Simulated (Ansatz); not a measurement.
Surface energy of faces of bcc V in PBE and in LDA, in Ansatz (plane waves, PAW). Symmetric slabs relaxed with PBE from ideal cuts in 1x1 cells (the lowest computed cut and spin start of each face; real faces may reconstruct in larger cells); LDA values are single points on them, with the bulk at the same level. No spin-orbit coupling, no U.

```tsv
face	PBE (J/m²)	LDA (J/m²)
(100)	2.41	2.77
(110)	2.44	2.75
(111)	2.71	2.97
(210)	2.52	?
(211)	2.71	3.01
(221)	2.67	2.99
(320)	2.51	2.84
```

**Question.** Fit a straight line y = a·x + b by least squares to the 6 complete rows (x: PBE (J/m²); y: LDA (J/m²)).

**Answer.** the means are x̄ = 2.5750 and ȳ = 2.8883; Σ(x − x̄)² = 0.095150 and Σ(x − x̄)(y − ȳ) = 0.078450, so a = 0.824 and b = ȳ − a·x̄ = 0.765. The largest residual is 0.030.

**Question.** What does the line predict for the withheld row, (210), and what did the calculation give?

**Answer.** the line gives 2.84; the calculation gave 2.88, a miss of 0.04, of the size of the fitted rows' scatter and rounding.

Ansatz is a quantum-chemistry and plane-wave program.
